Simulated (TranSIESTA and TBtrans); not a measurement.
System: thiophene-2,4-diyl held by direct bond between the apex atoms of two Al(100) rods. Leads: fcc Al rod along [100], layers of 5 and 4 atoms, a = 4.04 Å. Geometry: as built, not relaxed. Transport runs along z; the first 18 and the last 18 of the 76 atoms are the lead cells, repeated to infinity.

```xyz
76
Lattice="14.213 0.000 0.000 0.000 14.213 0.000 0.000 0.000 38.447" Properties=species:S:1:pos:R:3 pbc="F F T"
Al     7.107     7.107     0.000
Al     9.963     7.107     0.000
Al     7.107     9.963     0.000
Al     4.250     7.107     0.000
Al     7.107     4.250     0.000
Al     8.535     8.535     2.020
Al     5.678     8.535     2.020
Al     8.535     5.678     2.020
Al     5.678     5.678     2.020
Al     7.107     7.107     4.040
Al     9.963     7.107     4.040
Al     7.107     9.963     4.040
Al     4.250     7.107     4.040
Al     7.107     4.250     4.040
Al     8.535     8.535     6.060
Al     5.678     8.535     6.060
Al     8.535     5.678     6.060
Al     5.678     5.678     6.060
Al     7.107     7.107     8.080
Al     9.963     7.107     8.080
Al     7.107     9.963     8.080
Al     4.250     7.107     8.080
Al     7.107     4.250     8.080
Al     8.535     8.535    10.100
Al     5.678     8.535    10.100
Al     8.535     5.678    10.100
Al     5.678     5.678    10.100
Al     7.107     7.107    12.120
Al     9.963     7.107    12.120
Al     7.107     9.963    12.120
Al     4.250     7.107    12.120
Al     7.107     4.250    12.120
Al     8.535     8.535    14.140
Al     5.678     8.535    14.140
Al     8.535     5.678    14.140
Al     5.678     5.678    14.140
Al     7.107     7.107    16.160
C      6.725     7.762    18.065
C      7.100     7.119    19.236
C      6.706     7.794    20.397
C      6.017     8.973    20.149
S      5.904     9.167    18.483
H      7.645     6.184    19.250
H      5.624     9.647    20.897
Al     7.107     7.107    22.287
Al     8.535     8.535    24.307
Al     5.678     8.535    24.307
Al     8.535     5.678    24.307
Al     5.678     5.678    24.307
Al     7.107     7.107    26.327
Al     9.963     7.107    26.327
Al     7.107     9.963    26.327
Al     4.250     7.107    26.327
Al     7.107     4.250    26.327
Al     8.535     8.535    28.347
Al     5.678     8.535    28.347
Al     8.535     5.678    28.347
Al     5.678     5.678    28.347
Al     7.107     7.107    30.367
Al     9.963     7.107    30.367
Al     7.107     9.963    30.367
Al     4.250     7.107    30.367
Al     7.107     4.250    30.367
Al     8.535     8.535    32.387
Al     5.678     8.535    32.387
Al     8.535     5.678    32.387
Al     5.678     5.678    32.387
Al     7.107     7.107    34.407
Al     9.963     7.107    34.407
Al     7.107     9.963    34.407
Al     4.250     7.107    34.407
Al     7.107     4.250    34.407
Al     8.535     8.535    36.427
Al     5.678     8.535    36.427
Al     8.535     5.678    36.427
Al     5.678     5.678    36.427
```

Run with TranSIESTA and TBtrans (open boundaries, self-consistent; PseudoDojo norm-conserving potentials, scalar-relativistic): PAO.BasisSize SZP, PAO.EnergyShift 0.15 eV, XC.Authors PBE, Mesh.Cutoff 150 Ry, ElectronicTemperature 300 K, TS.Voltage 0.0 eV, TBT.Elecs.Eta 0.001 eV, no spin polarisation.

Energies count from the leads' Fermi level. Transmissions are for one spin of a degenerate pair. The energy step is 0.02 eV; narrower resonances are cut or missed.

| E (eV) | T |
|---|---|
| -0.20 | 0.0208 |
| -0.16 | 0.0216 |
| -0.12 | 0.0224 |
| -0.08 | 0.0231 |
| -0.04 | 0.0239 |
| 0.00 | 0.0246 |
| 0.04 | 0.0280 |
| 0.08 | 0.0429 |
| 0.12 | 0.0503 |
| 0.16 | 0.0556 |
| 0.20 | 0.0596 |

Q: Give the zero-bias conductance in μS and the resistance at 300 K.

A: At the Fermi level T = 0.0246. Averaged with −∂f/∂E over the full grid (kT = 25.9 meV) it is 0.0268. With G0 = 2e²/h = 77.48 μS, G = 2.08 μS and R = 1/G = 481 kΩ.

Q: Estimate the thermopower by Mott's formula S = −(π²/3)(kB²T/e) d ln T/dE from the rows at -0.04 and 0.04 eV.

A: d ln T/dE = 1.98 eV⁻¹ and (π²/3) kB²T/e = 7.33 μV/K · eV, so S = -15 μV/K; the full integral gives -27 μV/K, far from the estimate, as ln T isn't straight over a few kT. A negative sign means that T rises with energy over the thermal window.

Q: The eigenchannels at the Fermi level transmit 0.0140, 0.00907, 0.00139. What Fano factor of the shot noise follows at low temperature and bias?

A: F = Σ τ(1 − τ)/Σ τ = 0.0242/0.0245 = 0.99.

The leads' channel count changes near 0.03 eV, within the thermal window, so values at the Fermi level hang on where that band edge falls. Semilocal functionals put molecular levels too close to the Fermi level and tend to overestimate such conductances.
